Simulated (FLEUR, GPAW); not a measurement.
A FLEUR input for a self-consistent single point of RbReO₃ (Pm-3m, 5 atoms in the cell) (DFT, LDA (Perdew-Zunger), all-electron FLAPW (FLEUR), scalar-relativistic valence):

Input of the input generator:

```
scf RbReO3
&input film=f /
1.0000000000 0.0000000000 0.0000000000
0.0000000000 1.0000000000 0.0000000000
0.0000000000 0.0000000000 1.0000000000
7.6861340893
1.0 1.0 1.0

5
37 0.0000000000 0.0000000000 0.0000000000
75 0.5000000000 0.5000000000 0.5000000000
8 0.5000000000 0.5000000000 0.0000000000
8 0.0000000000 0.5000000000 0.5000000000
8 0.5000000000 0.0000000000 0.5000000000

&comp jspins=1 /
&exco xctyp='pz' /
&kpt div1=8 div2=8 div3=8 gamma=t /
&end /
```

```xml
<?xml version="1.0" encoding="UTF-8" standalone="no"?>
<fleurInput fleurInputVersion="0.39">
   <comment>
      scf RbReO3                                                                                          
   </comment>
   <calculationSetup>
      <cutoffs Kmax="4.6" Gmax="18.4" GmaxXC="18.4" numbands="0"/>
      <scfLoop itmax="80" minDistance="0.00001" maxIterBroyd="15" imix="Anderson" alpha="0.05" precondParam="0.0" spinf="2.0"/>
      <coreElectrons ctail="T" frcor="F" kcrel="0" coretail_lmax="0"/>
      <xcFunctional name="pz" relativisticCorrections="F"/>
      <magnetism jspins="1"/>
      <soc l_soc="F" theta="0.0" phi="0.0" spav="F"/>
      <expertModes spex="0" secvar="F"/>
      <geometryOptimization l_f="T" forcealpha="1.0" forcemix="BFGS" epsdisp="0.00001" epsforce="0.00001"/>
      <ldaU l_linMix="F" mixParam="0.05" spinf="1.0"/>
   </calculationSetup>
   <cell>
      <bzIntegration valenceElectrons="42.0" mode="hist" fermiSmearingEnergy="0.00367493">
         <kPointListSelection listName="default-1"/>
         <!-- k-points included here -->
         <xi:include xmlns:xi="http://www.w3.org/2001/XInclude" href="kpts.xml"> </xi:include>
      </bzIntegration>
      <!-- symmetry operations included here -->
      <xi:include xmlns:xi="http://www.w3.org/2001/XInclude" href="sym.xml"> </xi:include>
      <bulkLattice scale="1.0">
         <bravaisMatrix>
            <row-1>    7.6861340893000003     0.0000000000000000     0.0000000000000000</row-1>
            <row-2>    0.0000000000000000     7.6861340893000003     0.0000000000000000</row-2>
            <row-3>    0.0000000000000000     0.0000000000000000     7.6861340893000003</row-3>
         </bravaisMatrix>
      </bulkLattice>
   </cell>
   <atomSpecies>
      <species name="Rubidium (Rb)" element="Rb" atomicNumber="37">
         <mtSphere radius="2.68" gridPoints="925" logIncrement="0.014"/>
         <atomicCutoffs lmax="10" lnonsphr="8"/>
         <electronConfig flipSpins="F">
            <coreConfig>(1s1/2) (2s1/2) (2p1/2) (2p3/2) (3s1/2) (3p1/2) (3p3/2) (3d3/2) (3d5/2)</coreConfig>
            <valenceConfig>(4s1/2) (4p1/2) (4p3/2) (5s1/2)</valenceConfig>
            <stateOccupation state="(5s1/2)" spinUp="0.5" spinDown="0.5"/>
         </electronConfig>
         <energyParameters s="5" p="5" d="4" f="4"/>
         <lo type="SCLO" l="0" n="4" eDeriv="0"/>
         <lo type="SCLO" l="1" n="4" eDeriv="0"/>
      </species>
      <species name="Rhenium (Re)" element="Re" atomicNumber="75">
         <mtSphere radius="2.29" gridPoints="791" logIncrement="0.017"/>
         <atomicCutoffs lmax="8" lnonsphr="6"/>
         <electronConfig flipSpins="F">
            <coreConfig>(1s1/2) (2s1/2) (2p1/2) (2p3/2) (3s1/2) (3p1/2) (3p3/2) (4s1/2) (3d3/2) (3d5/2) (4p1/2) (4p3/2) (4d3/2) (4d5/2) (4f5/2) (4f7/2)</coreConfig>
            <valenceConfig>(5s1/2) (5p1/2) (5p3/2) (6s1/2) (5d3/2) (5d5/2)</valenceConfig>
            <stateOccupation state="(5d3/2)" spinUp="1.0" spinDown="1.0"/>
            <stateOccupation state="(5d5/2)" spinUp="1.5" spinDown="1.5"/>
         </electronConfig>
         <energyParameters s="6" p="6" d="5" f="5"/>
         <lo type="SCLO" l="0" n="5" eDeriv="0"/>
         <lo type="SCLO" l="1" n="5" eDeriv="0"/>
      </species>
      <species name="Oxygen (O)" element="O" atomicNumber="8">
         <mtSphere radius="1.29" gridPoints="447" logIncrement="0.023"/>
         <atomicCutoffs lmax="6" lnonsphr="4"/>
         <electronConfig flipSpins="F">
            <coreConfig>(1s1/2)</coreConfig>
            <valenceConfig>(2s1/2) (2p1/2) (2p3/2)</valenceConfig>
            <stateOccupation state="(2p1/2)" spinUp="0.6666666666667" spinDown="0.6666666666667"/>
            <stateOccupation state="(2p3/2)" spinUp="1.3333333333333" spinDown="1.3333333333333"/>
         </electronConfig>
         <energyParameters s="2" p="2" d="3" f="4"/>
      </species>
   </atomSpecies>
   <atomGroups>
      <atomGroup species="Rubidium (Rb)">
         <relPos label="                   1">.0000000000 .0000000000 .0000000000</relPos>
         <force calculate="T" relaxXYZ="TTT"/>
      </atomGroup>
      <atomGroup species="Rhenium (Re)">
         <relPos label="                   2">1.000/2.000 1.000/2.000 1.000/2.000</relPos>
         <force calculate="T" relaxXYZ="TTT"/>
      </atomGroup>
      <atomGroup species="Oxygen (O)">
         <relPos label="                   3">1.000/2.000 1.000/2.000 .0000000000</relPos>
         <relPos label="                   4">.0000000000 1.000/2.000 1.000/2.000</relPos>
         <relPos label="                   5">1.000/2.000 .0000000000 1.000/2.000</relPos>
         <force calculate="T" relaxXYZ="TTT"/>
      </atomGroup>
   </atomGroups>
   <output dos="F" band="F" slice="F">
      <checks vchk="F" cdinf="F"/>
      <bandDOS minEnergy="-.5*Htr" maxEnergy="0.5*Htr" sigma="0.015" storeEVData="T"/>
      <vacuumDOS vacdos="F" integ="F" star="F" nstars="0" locx1="0.0" locy1="0.0" locx2="0.0" locy2="0.0" nstm="0" tworkf="0.0"/>
      <unfoldingBand unfoldBand="F" supercellX="1" supercellY="1" supercellZ="1"/>
      <plotting iplot="0" polar="F">
         <plot TwoD="T" vec1="  1.0  0.0  0.0" vec2="  0.0  1.0  0.0" vec3="  0.0  0.0  1.0" zero="  0.0  0.0  0.0" file="plot"/>
      </plotting>
      <chargeDensitySlicing numkpt="0" minEigenval="0.0" maxEigenval="0.0" nnne="0" pallst="F"/>
      <specialOutput eonly="F"/>
      <magneticCircularDichroism mcd="F" energyLo="-10.0" energyUp="0.0"/>
   </output>
  <!-- We include the file relax.xml here to enable relaxations (see documentation) -->
  <xi:include xmlns:xi="http://www.w3.org/2001/XInclude" href="relax.xml"> <xi:fallback/> </xi:include>
</fleurInput>
```

**Question.** Write the same calculation as an input for GPAW.

**Answer.** One input that does it (others would too):

```python
from ase import Atoms
from ase.units import GPa
from gpaw import GPAW, PW, FermiDirac

atoms = Atoms(['Rb', 'Re', 'O', 'O', 'O'],
              cell=[[4.067327, 0.000000, 0.000000],
                    [0.000000, 4.067327, 0.000000],
                    [0.000000, 0.000000, 4.067327]],
              scaled_positions=[[0.000000, 0.000000, 0.000000],
                                [0.500000, 0.500000, 0.500000],
                                [0.500000, 0.500000, 0.000000],
                                [0.000000, 0.500000, 0.500000],
                                [0.500000, 0.000000, 0.500000]],
              pbc=True)

calc = GPAW(mode=PW(950),
            xc='LDA',
            kpts={'size': (8, 8, 8), 'gamma': True},
            occupations=FermiDirac(0.1),
            nbands=-9,
            convergence={'density': 1e-05},
            symmetry={'symmorphic': False, 'tolerance': 0.0005},
            maxiter=150,
            txt='-')

atoms.calc = calc

energy = atoms.get_potential_energy()
print('Energy (eV):', round(energy, 6))
forces = atoms.get_forces()
print('Forces (eV/Ang):')
print(forces.round(5))
stress = atoms.get_stress()
print('Stress (GPa, Voigt):', (stress / GPa).round(4))
```

Basis settings and potentials, where a program has them, do not carry over. This input uses DFT LDA (Perdew-Wang 92), plane waves, GPAW PAW datasets LDA (gpaw-data 1.0.1). LDA parametrisations can differ slightly between programs.

The starting cell comes from a database of computed structures (which also holds hypothetical and non-ambient phases and stackings), without a prior relaxation at this level. Its lattice was rescaled by a random factor within 2.5 % of one.
